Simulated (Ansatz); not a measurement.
The starting structures come from a database of crystals and need not be the phases stable at ambient conditions.

 Where the default PAW files enter, the runs use the earlier of Ansatz's two default sets.

Tunnelling through a barrier is set by its complex band structure: the current falls as exp(−2κd) with the smallest κ.

Data:

```yaml
crystal:
  lattice:
    - [4.25147, 0.00000, 0.00000]
    - [-2.12574, 3.68188, 0.00000]
    - [0.00000, 0.00000, 6.83999]
  atoms:
    - { symbol: In, position: [0.66667, 0.33333, 0.50020] }
    - { symbol: In, position: [0.33333, 0.66667, 0.00020] }
    - { symbol: P, position: [0.66667, 0.33333, 0.87480] }
    - { symbol: P, position: [0.33333, 0.66667, 0.37480] }
```

Space group of this cell: P6_3mc, wurtzite. The cell is strained (lengths across the current scaled by 1.02, ions clamped); by r2SCAN its mean pressure is -2.3 GPa.

Transport runs along the normal of the first two printed cell vectors, the (001) (indices of the unstrained crystal) plane of the conventional cell.

The gap is the functional's own. No spin-orbit coupling. Mid-gap values are interpolated on the energy grid.

**Question.** Compute, with Ansatz (a first-principles code) with r2SCAN, the band gap and the smallest decay constant κ at mid-gap.

**Answer.** Gap 0.89 eV on a 12×12×6 mesh; κ = 0.061 1/Å, at the zone centre.
